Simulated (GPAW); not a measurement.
GPAW run on Ni (Fm-3m, 1 atom in the cell): relaxation of cell and atoms.

Method: PBEsol, GPAW PAW datasets PBEsol (made by gpaw-setup) (plane waves; GPAW).

```
CELL_PARAMETERS angstrom
      0.00000     1.73758     1.73758
      1.73758     0.00000     1.73758
      1.73758     1.73758     0.00000
ATOMIC_POSITIONS crystal
  Ni 0.00000 0.00000 0.00000
```
Moments meant for the start (each program seeds them in its own way; μB, in the order of the atoms Ni): 2.0.

Reference input (self-consistent single point, DFT PBEsol, plane waves, GPAW PAW datasets PBEsol (made by gpaw-setup)): spinpol = true; mode = pw; ecut = 850 eV; xc = PBEsol; kpts = 11 11 11; mesh shift (steps) = 0 0 0; occupations.name = methfessel-paxton; occupations.width = 0.1 eV; occupations.order = 0; nbands = -9; convergence.forces = 0.001 eV/Å; symmetry.symmorphic = false. This run's input differs from it in these lines:

```diff
@@ -1,2 +1,4 @@
 from ase import Atoms
+from ase.filters import FrechetCellFilter
+from ase.optimize import BFGS
 from ase.units import GPa
@@ -14,3 +16,3 @@
 calc = GPAW(spinpol=True,
-            mode={'name': 'pw', 'ecut': 850},
+            mode={'name': 'pw', 'ecut': 510},
             xc='PBEsol',
@@ -19,3 +21,3 @@
             nbands=-9,
-            convergence={'forces': 0.001},
+            convergence={'forces': 0.001, 'density': 1e-05},
             symmetry={'symmorphic': False, 'tolerance': 0.0005},
@@ -25,2 +27,10 @@
 atoms.calc = calc
+
+target = FrechetCellFilter(atoms)
+
+opt = BFGS(target, logfile='-')
+converged = opt.run(fmax=0.02, steps=40)
+print('Relaxation converged:', converged)
+print('Cell:', atoms.cell.cellpar().round(4))
+print(atoms.get_scaled_positions().round(5))
```

The program printed (abridged):

```
     iter     time        total  log10-change:         magmom
                         energy   eigst   dens  force
iter:   1 --:--:--    -7.551590                          +2.0016
iter:   2 --:--:--    -7.775876   -1.55  -1.90           +1.2718
iter:   3 --:--:--    -7.846706   -2.94  -1.92           +0.7769
iter:   4 --:--:--    -7.920422   -3.23  -1.93           +0.6297
iter:   5 --:--:--    -7.970205   -3.53  -1.92           +0.6354
iter:   6 --:--:--    -7.947622   -2.92  -1.93           +0.6281
iter:   7 --:--:--    -7.944833   -3.99  -2.61           +0.6081
iter:   8 --:--:--    -7.945527c  -4.27  -2.71           +0.5889
iter:   9 --:--:--    -7.945571c  -5.89  -3.66           +0.5818
iter:  10 --:--:--    -7.945616c  -5.99  -3.92           +0.5729
iter:  11 --:--:--    -7.945614c  -7.55c -3.97           +0.5751
iter:  12 --:--:--    -7.945614c  -8.36c -4.46           +0.5765
iter:  13 --:--:--    -7.945614c  -9.14c -4.86           +0.5764
iter:  14 --:--:--    -7.945614c  -9.02c -4.69           +0.5763
iter:  15 --:--:--    -7.945614c -11.02c -5.22c          +0.5764
iter:  16 --:--:--    -7.945614c -10.48c -5.26c -25.03c   +0.5764
Converged after 16 iterations.

Dipole moment: (0.000000, -0.000000, -0.000000) |e|*Ang

Total magnetic moment: (0.000000, 0.000000, 0.576381)
Local magnetic moments:
   0 Ni ( 0.000000,  0.000000,  0.610319)

Energy contributions relative to reference atoms: (reference = -41332.588830)

Kinetic:         +5.438702
Potential:       -3.521193
External:        +0.000000
XC:              -9.935944
Entropy (-ST):   -0.007649
Local:           +0.076645
SIC:             +0.000000
--------------------------
Free energy:     -7.949439
Extrapolated:    -7.945614

Spin contamination: 0.043140 electrons
Showing only first 2 kpts
                      Up                     Down
 Kpt  Band  Eigenvalues  Occupancy  Eigenvalues  Occupancy
  0     6      6.31553    1.00000      6.99500    1.00000
   [... lines left out ...]
Fermi level: 8.86816
No gap
   [... lines left out ...]
    -0.000000     0.001002    -0.000000
     0.000000    -0.000000     0.001002

Forces in eV/Ang:
  0 Ni    0.00000   -0.00000    0.00000

      Step     Time          Energy          fmax
BFGS:    0 --:--:--       -7.949439        0.010511
Relaxation converged: True
Cell: [ 2.4573  2.4573  2.4573 60.     60.     60.    ]
[[0. 0. 0.]]
Energy (eV): -7.945614
Stress (GPa, Voigt): [ 0.1605  0.1605  0.1605 -0.      0.     -0.    ]
```

The run converged. GPAW prints stress with tension positive. 

Summary of the result:
```
Item                                                                                          Value
----------------------------------------------------------  ---------------------------------------
Free energy E − TS (from the program's reference atoms)                                  -7.9494 eV
Fermi level (on the code's own zero)                                                        8.87 eV
Size of the cell's spin moment                                                              0.58 μB
Site moments (μB, in the program's spheres or projections)                                  Ni 0.61
Final cell                                                  a = b = c = 2.457 Å, α = β = γ = 60.00°
Final volume per atom                                                                      10.49 Å³
Relaxation steps                                                                                  0
```

At such cutoffs GPAW's stress carries a finite-basis (Pulay) error, which enters relaxed cells too; its log prints stress with tension positive.

The starting cell comes from a database of computed structures (which also holds hypothetical and non-ambient phases and stackings), without a prior relaxation at this level. With one magnetic atom in the cell only a parallel order is possible. The relaxation keeps the symmetry of its start, so its end need not be a minimum.
